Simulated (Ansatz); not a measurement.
The structure below was relaxed with Kohn–Sham DFT with the PBEsol functional, run in Ansatz (a first-principles code) with PAW and 420 eV plane waves, scalar-relativistic without spin-orbit coupling, at pressure 9 GPa.

```
CELL_PARAMETERS angstrom
      0.00000     2.85838     2.85838
      2.85838     0.00000     2.85838
      2.85838     2.85838     0.00000
ATOMIC_POSITIONS crystal
  Pb 0.00000 0.00000 0.00000
  F  0.25000 0.25000 0.25000
  F  0.75000 0.75000 0.75000
```

Find the space group and the Wyckoff positions.

Space group Fm-3m (No. 225); a = b = c = 5.717 Å, α = β = γ = 90.00°

```
atom  site  symmetry       x       y       z
----  ----  --------  ------  ------  ------
Pb      4a      m-3m  0.0000  0.0000  0.0000
F       8c      -43m  0.2500  0.2500  0.2500
```

Describe the coordination.

The crystal has 12 atoms in its conventional cell. Conventional cell: a = b = c = 5.7168 Å, α = β = γ = 90.00°. Pb has 8 F at 2.475 Å (cubic). F is coordinated by 4 Pb at 2.475 Å (tetrahedral). (Neighbours: up to the widest gap in distance over summed covalent radii, below 1.35, at either atom; cation-cation and far metal-metal contacts left out.)

With Pb present, leaving out spin-orbit coupling can change the band edges. Load acts through the strain it causes; cell and atoms are relaxed under it. No phonon test of stability was made. No other phases were tried under pressure. The cell was made from PbF2 in the fluorite structure (space group Fm-3m, No. 225) by this change: pressure 9 GPa.
